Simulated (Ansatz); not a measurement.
Start from AlNi in the CsCl type structure (space group Pm-3m, No. 221; a = 2.893 Å; non-magnetic).

Level of theory: PBE (Ansatz, a quantum-chemistry and plane-wave program), without spin-orbit coupling.

Before the change:

Pressure: 0.0 GPa

It is then changed as follows: an isotropic linear strain of +0.64 %; the atoms relax in the strained cell.

### Question
Predict the new pressure.

### Answer
The pressure goes from zero to -2.9 GPa.

### Question
Estimate the effect on the energy relative to the base.

### Answer
The energy goes up by 2.2 meV/atom.

Stability against distortions was not tested. Starting moments died away, wholly or in part, for the base; another magnetic solution may exist. All final runs are without spin polarisation.
